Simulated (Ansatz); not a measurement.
Take BaTiO₃ in the cubic perovskite structure (space group Pm-3m, No. 221; a = 3.994 Å) as the base. Axes: x, y, z lie along the cube axes.

It is then changed as follows: biaxial strain −4.07 %, plane normal [110], relaxed out of plane (Cartesian); in-plane vectors clamped, the third vector and the atoms free.

Method: plane-wave PAW DFT at the r2SCAN level (Ansatz, a first-principles code, 500 eV), scalar-relativistic without spin-orbit coupling, earlier PAW set.

### Question
Give the band edges at the high-symmetry points of the new zone, measured from its valence-band maximum.

### Answer
```json
[
 {"point": "Γ", "valence edge (eV)": "0.00", "conduction edge (eV)": "2.00"},
 {"point": "Y", "valence edge (eV)": "-0.26", "conduction edge (eV)": "3.83"},
 {"point": "C₀", "valence edge (eV)": "-0.27", "conduction edge (eV)": "3.81"},
 {"point": "Σ₀", "valence edge (eV)": "-0.27", "conduction edge (eV)": "3.81"},
 {"point": "Z", "valence edge (eV)": "-0.56", "conduction edge (eV)": "2.25"},
 {"point": "A₀", "valence edge (eV)": "-0.09", "conduction edge (eV)": "4.62"},
 {"point": "E₀", "valence edge (eV)": "-0.09", "conduction edge (eV)": "4.62"},
 {"point": "T", "valence edge (eV)": "-0.08", "conduction edge (eV)": "4.63"},
 {"point": "S", "valence edge (eV)": "-0.85", "conduction edge (eV)": "2.26"},
 {"point": "R", "valence edge (eV)": "-0.24", "conduction edge (eV)": "3.88"}
]
```

The gap is 2.00 eV, direct at Γ.

Whether these cells are dynamically stable was not tested. All final runs are without spin polarisation. Many cubic perovskites are stable only at high temperature; tilts and polar distortions were not tested. This is not the structure that BaTiO3 has at room temperature and ambient pressure. k-point labels follow each cell's own Brillouin zone.
